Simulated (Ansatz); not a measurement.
Several settings converged on the (001) slab of TiTe2 (cut from a parent of space group no. 164; 6 atoms in the cell)

```xyz
6
Lattice="3.8357 0.0000 0.0000 -1.9178 3.3218 0.0000 0.0000 0.0000 24.1099" Properties=species:S:1:pos:R:3 pbc="T T T"
Ti     0.0000     0.0000     8.6857
Te     1.9178     1.1073     7.0000
Te     0.0000     2.2145    10.3715
Ti     0.0000     0.0000    15.4241
Te     1.9178     1.1073    13.7384
Te     0.0000     2.2145    17.1099
```

Base method: LDA (PW92), default PAW files made with PBE (plane waves; Ansatz, a program for electronic structure).

Base settings: basis.ecutwfc = 420 eV; kpoints.mp_grid.grid = 9 9 1; hamiltonian.xc = lda; hamiltonian.pseudopotentials = {kind: paw} (the program's default PAW files); scf.occupations.method = fermi_dirac; scf.occupations.width = 0.1 eV.

The count of work is k-points × plane waves × bands × iterations; it is no time. 

**The vacuum**

The mesh stays at the base's, so the ladder's end is converged at best in this setting alone.

Only quantities that move along the ladder and can be compared are tabulated.

| vacuum between outermost atoms (Å) | free energy less the last step's (meV/atom) | largest difference of a force vector from the last step's (eV/Å) | count of work / last |
|---|---|---|---|
| 3.0 | -50.07 | 0.051 | 0.28 |
| 4.0 | -16.86 | 0.057 | 0.35 |
| 5.0 | -2.82 | 0.018 | 0.38 |
| 6.0 | -0.07 | 0.003 | 0.40 |
| 7.0 | 0.18 | 0.001 | 0.43 |
| 8.0 | 0.09 | 0.001 | 0.45 |
| 10.0 | 0.01 | 0.000 | 0.50 |
| 12.0 | 0.01 | 0.000 | 0.55 |
| 14.0 | 0.00 | 0.000 | 0.60 |
| 17.0 | 0.00 | 0.001 | 0.68 |
| 20.0 | 0.00 | 0.000 | 0.75 |
| 25.0 | -0.01 | 0.000 | 0.88 |
| 30.0 | 0.00 | 0.000 | 1.0 |

Smallest vacuum between outermost atoms (Å) that holds the free energy within 0.5 meV/atom of the last step, with all finer ones: 6.0, at 0.40 of the last step's count of work; the step before is off by 2.8 meV/atom.

Smallest vacuum between outermost atoms (Å) that holds the forces within 0.01 eV/Å of the last step, with all finer ones: 6.0, at 0.40 of the last step's count of work; the step before is off by 0.018 eV/Å.

**The k-point mesh**

Only quantities that move along the ladder and can be compared are tabulated.

| kpoints.mp_grid.grid | free energy less the last step's (meV/atom) | largest difference of a force vector from the last step's (eV/Å) | count of work / last |
|---|---|---|---|
| 2 2 1 | 344.98 | 0.235 | 0.040 |
| 3 3 1 | 47.89 | 0.092 | 0.046 |
| 4 4 1 | 15.32 | 0.030 | 0.062 |
| 5 5 1 | 5.11 | 0.033 | 0.077 |
| 6 6 1 | 1.39 | 0.028 | 0.11 |
| 7 7 1 | 0.31 | 0.015 | 0.12 |
| 9 9 1 | -0.19 | 0.003 | 0.18 |
| 10 10 1 | -0.10 | 0.003 | 0.22 |
| 12 12 1 | 0.07 | 0.002 | 0.29 |
| 14 14 1 | 0.02 | 0.001 | 0.37 |
| 16 16 1 | -0.05 | 0.001 | 0.46 |
| 19 19 1 | -0.03 | 0.000 | 0.62 |
| 22 22 1 | 0.00 | 0.000 | 0.80 |
| 25 25 1 | 0.00 | 0.000 | 1.0 |

Coarsest kpoints.mp_grid.grid that holds the free energy within 2 meV/atom of the last step, with all finer ones: 6 6 1, at 0.11 of the last step's count of work; the step before is off by 5.1 meV/atom.

Coarsest kpoints.mp_grid.grid that holds the forces within 0.01 eV/Å of the last step, with all finer ones: 9 9 1, at 0.18 of the last step's count of work; the step before is off by 0.015 eV/Å.

**The plane-wave cutoff**

The mesh stays at the base's, so the ladder's end is converged at best in this setting alone.

Only quantities that move along the ladder and can be compared are tabulated.

```csv
basis.ecutwfc,free energy less the last step's (meV/atom),largest difference of a force vector from the last step's (eV/Å),count of work / last
210 eV,4651.93,0.217,0.16
250 eV,902.35,0.161,0.21
295 eV,112.89,0.005,0.24
355 eV,6.40,0.000,0.28
420 eV,1.36,0.001,0.35
505 eV,0.46,0.000,0.46
630 eV,0.17,0.000,0.65
840 eV,0.00,0.000,1.0
```

Coarsest basis.ecutwfc that holds the free energy within 5 meV/atom of the last step, with all finer ones: 420 eV, at 0.35 of the last step's count of work; the step before is off by 6.4 meV/atom.

Coarsest basis.ecutwfc that holds the forces within 0.01 eV/Å of the last step, with all finer ones: 295 eV, at 0.24 of the last step's count of work; the step before is off by 0.16 eV/Å.

On the base run: the starting cell comes from a database of computed structures (which also holds hypothetical and non-ambient phases and stackings), without a prior relaxation at this level. The slab is cut from that crystal, and its faces are unrelaxed. Its lattice was rescaled by up to half a per cent. Spin polarisation is off, so a magnetic state, if there is one, cannot be reached.

Keys are those of Ansatz 0.2.
